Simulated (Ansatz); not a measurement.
Take FeO in the rock salt structure (space group Fm-3m, No. 225; a = 4.246 Å; ferromagnetic) as the base.

Level of theory: PBEsol in Ansatz (plane waves to 420 eV, PAW, spin-orbit coupling left out).

For the base:

```
Quantity               Value
-------------------  -------
Lattice parameter a  4.246 Å
```

It is then changed as follows: the non-magnetic state is imposed and the cell is relaxed again.

Question: Predict the new lattice parameter a and energy relative to the base.

Answer: The lattice parameter a decreases by 0.217 Å to 4.029 Å; the energy increases by 0.50 eV/atom (to 0.01 eV only: unlike meshes or grids).

Other magnetic orders, which the real material may have, were not ruled out. Whether these cells are dynamically stable was not tested. No Hubbard U is applied, and correlation can decide whether such a compound is a metal. Spin-polarised in the final run: base; the other runs are not. In its common phase, real FeO is an antiferromagnetic insulator at low temperature.

Ansatz is a program for electronic structure.
